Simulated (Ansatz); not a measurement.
Here is the system:

```xyz
1
Lattice="0.0000 2.0739 2.0739 2.0739 0.0000 2.0739 2.0739 2.0739 0.0000" Properties=species:S:1:pos:R:3 pbc="T T T"
Ag     0.0000     0.0000     0.0000
```

Calculation: PBE, DFPT electron-phonon coupling, linearised Boltzmann equation (plane waves, PAW, scalar-relativistic; Ansatz, an electronic-structure program). Condition of this run: functional PBE. Cell: relaxed with this functional, without spin-orbit coupling.

**Question.** Predict the intrinsic resistivity at 300 K.

**Answer.** 1.92 μΩ·cm.

**Question.** And the electrons' mean free path at that temperature?

**Answer.** 47 nm, weighted by the current that each state carries. Wires not much wider than this gain resistivity from their walls.

A metal at this level (no band gap). Only scattering by harmonic phonons is included (no impurities, grain boundaries, electron-electron scattering or thermal expansion). Spin-orbit coupling is left out. Halving the electron mesh (36x36x36) moves the resistivity by up to 1 % at 300 K, the mean free path by up to 1 %. Smearing 0.20 eV; phonons on a 6x6x6 q mesh, which this run doesn't test.
